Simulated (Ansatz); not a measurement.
Band structure of Mg2Zn (C2/m, 6 atoms in the cell).

```yaml
crystal:
  lattice:
    - [5.68621, -1.60732, 0.00000]
    - [5.68621, 1.60732, 0.00000]
    - [-1.79542, 0.00000, 6.24794]
  atoms:
    - { symbol: Mg, position: [0.15985, 0.15985, 0.09235] }
    - { symbol: Mg, position: [0.84015, 0.84015, 0.90765] }
    - { symbol: Mg, position: [0.85867, 0.85867, 0.43962] }
    - { symbol: Mg, position: [0.14133, 0.14133, 0.56038] }
    - { symbol: Zn, position: [0.49134, 0.49134, 0.22168] }
    - { symbol: Zn, position: [0.50866, 0.50866, 0.77832] }
```

Level of theory: PBEsol, PAW files made with PBE (plane waves; Ansatz, a first-principles code).

Settings: basis.ecutwfc = 30.9 Ry; kpoints.mp_grid.grid = 5 5 3; hamiltonian.xc = pbesol; hamiltonian.pseudopotentials = {kind: paw} (the program's default PAW files); scf.occupations.method = gaussian; scf.occupations.width = 0.0073 Ry; kpoints.band_path.npoints = 8.

The starting cell comes from a database of computed structures (which also holds hypothetical and non-ambient phases and stackings), without a prior relaxation at this level.

Levels in eV from the Fermi level, bands 29 to 36:
| point | 29 | 30 | 31 | 32 | 33 | 34 | 35 | 36 |
|---|---|---|---|---|---|---|---|---|
| Γ | -4.25 | -3.03 | -3.01 | -1.98 | -1.03 | 2.70 | 3.61 | 5.54 |
| Y | -4.75 | -4.20 | -2.05 | -1.21 | 2.26 | 2.81 | 3.85 | 3.93 |
| F | -3.19 | -2.95 | -2.73 | -2.48 | -0.20 | 1.72 | 3.79 | 4.88 |
| L | -5.02 | -4.90 | -0.42 | -0.03 | 1.96 | 2.04 | 3.62 | 3.68 |
| I | -3.22 | -2.98 | -1.78 | -1.71 | 0.66 | 0.69 | 2.58 | 2.79 |

Bands cross the Fermi level along this path, so the cell is metallic at this level.

Keys are those of Ansatz 0.2.
